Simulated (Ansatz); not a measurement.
## Zr, response to strain

Base system: Zr in the hcp (Mg type) structure (space group P6_3/mmc, No. 194).

```yaml
crystal:
  lattice:
    - [3.24602, 0.00000, 0.00000]
    - [-1.62301, 2.81113, 0.00000]
    - [0.00000, 0.00000, 5.15071]
  atoms:
    - { symbol: Zr, position: [0.33333, 0.66667, 0.75000] }
    - { symbol: Zr, position: [0.66667, 0.33333, 0.25000] }
```

Cartesian axes are those of the cell as printed.

Strains are applied to the cell and any free atomic positions relax; under biaxial strain the out-of-plane vector relaxes too; under stress the whole cell relaxes.

The values are results of r2SCAN, PAW, 500 eV (Ansatz, a quantum-chemistry and plane-wave program; no spin-orbit coupling), not measurements.

Notes on the quantities. pressure: mean of the normal stresses, compression positive.

```csv
variant,shortest interatomic distance,pressure,space group
base,3.185 Å,0.0 GPa,P6_3/mmc (No. 194)
"biaxial strain −0.35 %, plane normal [001], relaxed out of plane",3.187 Å,___,P6_3/mmc (No. 194)
"biaxial strain +0.84 %, plane normal [001], relaxed out of plane",3.182 Å,-1.0 GPa,P6_3/mmc (No. 194)
"biaxial strain +1.13 %, plane normal [001], relaxed out of plane",3.181 Å,-1.3 GPa,P6_3/mmc (No. 194)
"biaxial strain +4.98 %, plane normal [001], relaxed out of plane",3.172 Å,-5.0 GPa,P6_3/mmc (No. 194)
isotropic strain +5.33 %,3.355 Å,-11.5 GPa,P6_3/mmc (No. 194)
uniaxial strain ε_xx = −0.83 %,3.175 Å,0.8 GPa,Cmcm (No. 63)
uniaxial strain ε_xx = −0.25 %,3.182 Å,0.2 GPa,Cmcm (No. 63)
"uniaxial stress, 3 GPa compression along x",3.167 Å,–,Cmcm (No. 63)
tensor shear ε_yz = −0.96 %,___,0.0 GPa,C2/m (No. 12)
```

Task: Complete the table.

Result: 
- biaxial strain −0.35 %, plane normal [001], relaxed out of plane, pressure: 0.4 GPa
- tensor shear ε_yz = −0.96 %, shortest interatomic distance: 3.156 Å

Without a gap, meshes like the base's 16×16×9 leave anisotropic stresses uncertain by several tenths of a GPa, and small strain energies with them. Stability under load was not tested beyond the relaxation. All final runs are without spin polarisation.
